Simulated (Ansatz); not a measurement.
The starting structures come from a database of crystals and need not be the phases stable at ambient conditions.

 Where the default PAW files enter, the runs use the earlier of Ansatz's two default sets.

By PBEsol, the system below comes out a metal.

```yaml
crystal:
  lattice:
    - [6.74561, 0.00000, 0.00000]
    - [0.00000, 6.74561, 0.00000]
    - [0.00000, 0.00000, 3.52141]
  atoms:
    - { symbol: Nb, position: [0.50000, 0.50000, 0.00000] }
    - { symbol: Nb, position: [0.00000, 0.00000, 0.00000] }
    - { symbol: Nb, position: [0.32855, 0.82855, 0.50000] }
    - { symbol: Nb, position: [0.67145, 0.17145, 0.50000] }
    - { symbol: Nb, position: [0.17145, 0.32855, 0.50000] }
    - { symbol: Nb, position: [0.82855, 0.67145, 0.50000] }
    - { symbol: Si, position: [0.87273, 0.37273, 0.00000] }
    - { symbol: Si, position: [0.12727, 0.62727, 0.00000] }
    - { symbol: Si, position: [0.62727, 0.87273, 0.00000] }
    - { symbol: Si, position: [0.37273, 0.12727, 0.00000] }
```

Space group of this cell: P4/mbm. The cell is taken as given; by PBEsol its mean pressure is -5.1 GPa.

The current flows along the normal of the first two printed cell vectors, the (001) plane of the conventional cell. No spin-orbit coupling; the value is a mean over 0.1 eV about the Fermi level.

Q: Give the ballistic conductance per area that PBEsol in Ansatz (a first-principles code) yields.

A: 0.46 × 10¹⁵ S/m² for both spins.
